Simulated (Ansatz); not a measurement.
For Zr2Ni (I4/mcm, No. 140), PBEsol in Ansatz (plane waves, PAW) gives:

- lattice constant a = 6.429 Å
- lattice parameter c = 5.142 Å

Question: What does r²SCAN (Ansatz, a program for electronic structure, plane waves, PAW) give for the same quantities?

Answer: 
- lattice constant a: 6.476 Å (grows by 0.7 %)
- lattice parameter c: 5.241 Å (goes up by 1.9 %)

Changes are worked out from the printed values.

Unless a cell is named, each level is at its own relaxed cell (PBEsol 17.71, r²SCAN 18.31 Å³/atom).

The crystal itself was run without spin with PBEsol, r²SCAN; a magnetic state was not tried in these runs.

Ansatz's density-functional and Hartree–Fock values are scalar-relativistic unless marked +SOC, with PAW data made under PBE.
